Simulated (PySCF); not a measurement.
PySCF 2.14.0, unrestricted PBE/def2-svp, df: Mn(Cl)(acac) (CC1=CC(C)=[O]->[Mn]([Cl])[O]1), charge 0, multiplicity 6, 16 atoms. The geometry is a generated start, not checked to be a minimum at this level.

| Property | Result |
|---|---|
| task | energy |
| method | pbe |
| basis | def2-svp |
| two-electron scheme | density fitting |
| mol.max_memory | 3000 MB |
| mf.max_cycle | 100 |
| mf.conv_tol | 1e-09 (default) |
| mf.grids.level | 3 (default) |
| basis functions | 182 |
| grid points | 207200 |

```xyz
16

Mn    -0.3886     2.6547     0.2399
Cl    -0.8325     4.6571     0.4207
C      0.5622    -0.5091    -2.5148
C      0.2030     0.1614    -1.2122
C      0.0939    -0.6236    -0.0580
C     -0.2166    -0.1321     1.2159
C     -0.2854    -1.1010     2.3693
O     -0.4434     1.0866     1.4779
O      0.0196     1.4150    -1.2438
H      0.7116    -1.5764    -2.3939
H     -0.2335    -0.3292    -3.2360
H      1.4679    -0.0547    -2.9124
H      0.2716    -1.6816    -0.1573
H     -1.2844    -1.0653     2.8000
H     -0.0573    -2.1156     2.0615
H      0.4120    -0.7862     3.1433
```

Charge 0 and multiplicity 6 are set for this test and not shown to be the ground state.

With the defaults (mf.init_guess = minao, mf.DIIS = CDIIS, mf.diis_space = 8, mf.diis = true, mf.damp = 0, mf.diis_start_cycle = 1) it converges in 71 Fock builds. One run each on 2 threads, 1 BLAS thread, with these changes:
- mf.DIIS = ADIIS
- mf.init_guess = mod_huckel
- mf.init_guess = huckel
- mf.init_guess = 1e
- mf.diis = false
- mf.diis = false, mf.damp = 0.7, mf.diis_start_cycle = 999
- mf.DIIS = EDIIS
- mf.diis_space = 3
- mf.init_guess = sap
- mf.diis_space = 20

Question: Which runs fail or end elsewhere than the default run?

Answer: No convergence: mf.init_guess = huckel; mf.DIIS = EDIIS; mf.diis_space = 3; mf.diis_space = 20; mf.diis = false; mf.diis = false, mf.damp = 0.7, mf.diis_start_cycle = 999 (the run ends without SCF convergence in 100 cycles). The rest reach the solution of the defaults.

```
setting                                                    Fock builds             end
---------------------------------------------------------  -----------  --------------
mf.init_guess = 1e                                                  27   same solution
mf.DIIS = ADIIS                                                     39   same solution
mf.init_guess = sap                                                 56   same solution
mf.init_guess = mod_huckel                                          69   same solution
the defaults                                                        71   same solution
mf.init_guess = huckel                                             101  no convergence
mf.DIIS = EDIIS                                                    101  no convergence
mf.diis_space = 3                                                  101  no convergence
mf.diis_space = 20                                                 101  no convergence
mf.diis = false                                                    101  no convergence
mf.diis = false, mf.damp = 0.7, mf.diis_start_cycle = 999          101  no convergence
```
